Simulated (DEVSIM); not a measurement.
Device: CdS/CdTe n-p heterojunction, at 300 K.

```tsv
layer (left to right)	material	thickness (μm)	Nd (cm⁻³)	Na (cm⁻³)	τn (s)	τp (s)
1	CdS	1.20	4.7e17	-	3.2e-10	3.2e-10
2	CdTe	2.80	-	6.7e17	3.2e-10	3.2e-10
```

Left contact: ohmic. Right contact: ohmic. Voltage is applied to the left contact. Recombination: SRH at mid-gap, radiative, Auger. Mobility is μmin + (μ − μmin)/(1 + (N/Nref)^α).

Constants are typed, rounded textbook-type inputs, not results; the design itself was drawn at random and stands for no fabricated device. Values at 300 K.

| parameter | CdS | CdTe |
|---|---|---|
| gap (eV) | 2.4 | 1.5 |
| affinity (eV) | 4.3 | 4.28 |
| permittivity | 9 | 10.2 |
| Nc (cm⁻³) | 2.2e18 | 8e17 |
| Nv (cm⁻³) | 1.8e19 | 1.8e19 |
| μn (cm²/Vs) | 300 | 1000 |
| μp (cm²/Vs) | 25 | 80 |
| μn,min | 30 | 100 |
| μp,min | 3 | 10 |
| Nref,n | 1e17 | 1e17 |
| Nref,p | 1e17 | 1e17 |
| αn | 0.6 | 0.6 |
| αp | 0.6 | 0.6 |
| B (cm³/s) | 1e-10 | 1e-10 |
| Cn (cm⁶/s) | 1e-30 | 1e-30 |
| Cp (cm⁶/s) | 1e-30 | 1e-30 |

DEVSIM, 1D drift-diffusion, Boltzmann statistics, complete ionisation; no tunnelling, impact ionisation, image-force lowering or self-heating. Band offsets follow the typed affinities; no thermionic-emission limit at abrupt steps, no polarisation charge.

Task: Tabulate band edges, carrier densities and field at -1.1 V on the left contact.

Result: Energies count from the Fermi level of the right contact; mesh points crowd at the junctions.

```tsv
x (μm)	Ec (eV)	Ev (eV)	n (cm⁻³)	p (cm⁻³)	field (V/cm)
0.000	1.140	-1.260	4.7e17	< 1e2	≈ 0
0.007443	1.140	-1.260	4.7e17	< 1e2	≈ 0
0.02509	1.140	-1.260	4.7e17	< 1e2	≈ 0
0.07112	1.140	-1.260	4.7e17	< 1e2	≈ 0
0.2511	1.140	-1.260	4.7e17	< 1e2	≈ 0
0.6240	1.140	-1.260	4.7e17	< 1e2	≈ 0
0.9665	1.140	-1.260	4.7e17	< 1e2	≈ 0
1.134	1.140	-1.260	4.7e17	< 1e2	≈ 0
1.177	1.145	-1.256	3.9e17	< 1e2	8600
1.194	1.215	-1.185	2.6e16	< 1e2	98000
1.200	1.315	-0.185	2.0e14	1.4e16	130000
1.212	1.402	-0.098	6.8e12	4.0e17	26000
1.238	1.415	-0.085	3.9e12	6.7e17	110
1.306	1.415	-0.085	3.4e12	6.7e17	≈ 0
1.569	1.415	-0.085	2.0e12	6.7e17	≈ 0
2.111	1.415	-0.085	6.9e11	6.7e17	≈ 0
3.143	1.415	-0.085	8.8e10	6.7e17	≈ 0
3.652	1.415	-0.085	2.5e10	6.7e17	≈ 0
3.905	1.415	-0.085	6.3e9	6.7e17	≈ 0
3.964	1.415	-0.085	2.4e9	6.7e17	≈ 0
3.989	1.415	-0.085	7.4e8	6.7e17	≈ 0
4.000	1.415	-0.085	< 1e2	6.7e17	≈ 0
```
